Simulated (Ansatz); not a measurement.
# Hypothetical rock salt YSi, pressure series

Consider YSi in the rock salt structure (space group Fm-3m, No. 225; a = 5.834 Å; a hypothetical phase, not in the database extracts checked).

Cell and atoms are relaxed at each pressure.

All numbers come from Ansatz (a quantum-chemistry and plane-wave program), r2SCAN, PAW, cutoff 500 eV, no spin-orbit coupling.

Notes on the quantities. enthalpy: H = E + PV relative to the base's energy.

| variant | enthalpy | lattice parameter a |
|---|---|---|
| base | – | 5.834 Å |
| pressure −2 GPa | -0.31 eV/atom | 5.896 Å |
| pressure −1 GPa | -0.16 eV/atom | 5.864 Å |
| pressure 0.9 GPa | +0.14 eV/atom | 5.810 Å |
| pressure 2.1 GPa | +0.32 eV/atom | 5.778 Å |
| pressure 4.5 GPa | +0.68 eV/atom | 5.720 Å |
| pressure 9 GPa | +1.32 eV/atom | 5.627 Å |
| pressure 15 GPa | +2.13 eV/atom | 5.524 Å |
| pressure 22.5 GPa | +3.08 eV/atom | 5.419 Å |
| pressure 30 GPa | +3.99 eV/atom | 5.331 Å |

Load acts through the strain it causes; cell and atoms are relaxed under it. No phonon test of stability was made. No other phases were tried under pressure. The final runs are not spin-polarised. An odd electron count without spin: YSi. YSi has a high density of states at the Fermi level and may be magnetic at this level.
